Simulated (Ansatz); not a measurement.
Several settings converged on Be4AlNi (F-43m, 6 atoms in the cell)

```
Be4AlNi
1.0
    0.00000     2.98435     2.98435
    2.98435     0.00000     2.98435
    2.98435     2.98435     0.00000
Be Al Ni
4 1 1
Direct
  0.37362   0.37362   0.37362
  0.87914   0.37362   0.37362
  0.37362   0.37362   0.87914
  0.37362   0.87914   0.37362
  0.75000   0.75000   0.75000
  0.00000   0.00000   0.00000
```

Base method: LDA (PW92), default PAW files made with PBE (plane waves; Ansatz, a quantum-chemistry and plane-wave program).

Base settings: basis.ecutwfc = 420 eV; kpoints.mp_grid.grid = 10 10 10; hamiltonian.xc = lda; hamiltonian.pseudopotentials = {kind: paw} (the program's default PAW files); scf.occupations.method = fermi_dirac; scf.occupations.width = 0.1 eV.

Core times come from one kind of shared machine, to one figure; runs under 30 s give none.

**Zone-centre phonons against the cutoff**

In this ladder: phonons.method = dfpt.

The mesh stays at the base's, so the ladder's end is converged at best in this setting alone.

Frequencies are those of the unrelaxed cell, without the LO-TO term of polar crystals.

Only quantities that move along the ladder and can be compared are tabulated.

| basis.ecutwfc | highest zone-centre frequency (cm⁻¹) | lowest optical frequency (cm⁻¹) | core time / last (rough) |
|---|---|---|---|
| 210 eV | 847.9 | 149.0 | 0.3 |
| 250 eV | 844.1 | 205.0 | 0.4 |
| 295 eV | 849.1 | 221.5 | 0.4 |
| 355 eV | 851.6 | 215.0 | 0.4 |
| 420 eV | 850.9 | 214.1 | 0.4 |
| 505 eV | 850.9 | 214.2 | 0.8 |
| 630 eV | 850.8 | 214.1 | 1 |

Coarsest basis.ecutwfc that holds the highest zone-centre frequency within 1 cm⁻¹ of the last step, with all finer ones: 355 eV, at about 0.4 of the last step's time; the step before is off by 1.8 cm⁻¹.

Coarsest basis.ecutwfc that holds the lowest optical frequency within 5 cm⁻¹ of the last step, with all finer ones: 355 eV, at about 0.4 of the last step's time; the step before is off by 7.4 cm⁻¹.

**Zone-centre phonons against the mesh**

In this ladder: phonons.method = dfpt.

Frequencies are those of the unrelaxed cell, without the LO-TO term of polar crystals.

Only quantities that move along the ladder and can be compared are tabulated.

| kpoints.mp_grid.grid | highest zone-centre frequency (cm⁻¹) | lowest optical frequency (cm⁻¹) | core time / last (rough) |
|---|---|---|---|
| 3 3 3 | 840.3 | 203.9 | – |
| 4 4 4 | 850.6 | 219.6 | – |
| 5 5 5 | 850.1 | 217.1 | – |
| 6 6 6 | 851.2 | 212.3 | 0.04 |
| 7 7 7 | 850.0 | 213.7 | 0.06 |
| 9 9 9 | 851.6 | 214.5 | 0.08 |
| 11 11 11 | 850.2 | 214.6 | 0.2 |
| 17 17 17 | 850.7 | 214.5 | 1 |

Coarsest kpoints.mp_grid.grid that holds the lowest optical frequency within 1 cm⁻¹ of the last step, with all finer ones: 7 7 7, at about 0.06 of the last step's time; the step before is off by 2.2 cm⁻¹.

Coarsest kpoints.mp_grid.grid that holds the highest zone-centre frequency within 2 cm⁻¹ of the last step, with all finer ones: 4 4 4; the step before is off by 10 cm⁻¹.

**The force threshold of a relaxation**

On Be4AlNi (R3m, 6 atoms in the cell): one atom moved by 0.15 angstrom.

In this ladder: relax = atoms.

The mesh stays at the base's, so the ladder's end is converged at best in this setting alone.

Only quantities that move along the ladder and can be compared are tabulated.

| relax.f_tol | largest force left (eV/Å) | relaxation steps | core time / last (rough) |
|---|---|---|---|
| 0.2 eV/Å | 0.0189 | 3 | 0.7 |
| 0.1 eV/Å | 0.0187 | 4 | 0.7 |
| 0.05 eV/Å | 0.0186 | 4 | 1.0 |
| 0.03 eV/Å | 0.0185 | 4 | 0.7 |
| 0.02 eV/Å | 0.0185 | 4 | 0.7 |
| 0.01 eV/Å | 0.0003 | 5 | 1 |
| 0.005 eV/Å | 0.0003 | 5 | 1 |
| 0.002 eV/Å | 0.0003 | 5 | 1 |
| 0.001 eV/Å | 0.0003 | 6 | 1 |

Coarsest relax.f_tol that holds the largest force left within 0.01 eV/Å of the last step, with all finer ones: 0.01 eV/Å; the step before is off by 0.018 eV/Å.

On the base run: the starting cell comes from a database of computed structures (which also holds hypothetical and non-ambient phases and stackings), without a prior relaxation at this level. Its lattice was rescaled by up to half a per cent. Spin polarisation is off. In the base run, with a pressure of about -4 GPa the cell is away from its equilibrium volume at this level.

Keys are those of Ansatz 0.2.
